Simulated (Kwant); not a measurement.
Model system: quantum point contact (saddle potential) in a In0.53Ga0.47As two-dimensional gas. Effective mass 0.041 mₑ, grid spacing 12 nm, hard walls, nominal width 300 nm (25 grid rows, so walls 312 nm apart), one parabolic valley, scattering region 900 nm long along x; energies count from the band bottom; Fermi energy swept from 5.0953e-05 to 0.001664 eV. Potential (V0 + ½k y²) cos²(πx/L) for |x| < L/2, with V0 = 0.00064 eV, k = 5.6e-07 eV/nm², L = 640 nm. Perpendicular field 0.069 T, also in the leads; orbital effect alone.

The device is made up for the run: typed textbook-type constants, with dimensions and the other settings drawn at random.

Computed with Kwant: effective-mass tight-binding model on a square grid, one spin, coherent transport at 0 K. Conductance is in e²/h.

Density of the scattering states that come in from the left lead, at energy = 0.00086917 eV, in bins, relative to the largest site value (x marks bins outside the device):

```
|00000000000000000000000000000000000000000000|
|22211223210000000000000000000000000000000000|
|33211244321000000000000000000000000000000000|
|44311355532100000000000000000000000000000000|
|44311356543110000000000000000000000000000000|
|44310256643221100000000000000000000000000000|
|34310245543333210000000000000000000000000000|
|23321234433444321000000000000000000000000000|
|13432233323566532100000000000000000000000000|
|03443332112688653110000000000000000000000000|
|03565432002699864210000000000000000000000000|
|03554432002699864210000000000000000000000000|
|03443332112688653110000000000000000000000000|
|13432233323566532100000000000000000000000000|
|23321234433444321000000000000000000000000000|
|34310245543333210000000000000000000000000000|
|44310256643221100000000000000000000000000000|
|44311356543110000000000000000000000000000000|
|44311355532100000000000000000000000000000000|
|33211244321000000000000000000000000000000000|
|22211223210000000000000000000000000000000000|
|00000000000000000000000000000000000000000000|
```
Scale: ten equal steps from 0.000 (start of '0') to 0.970 (end of '9'), in the order '0123456789'; x runs from -434 to 434, y from -137 (bottom) to 137 (top).

The conductance there is 0.0012 e²/h with 2 open channel(s) in the leads.
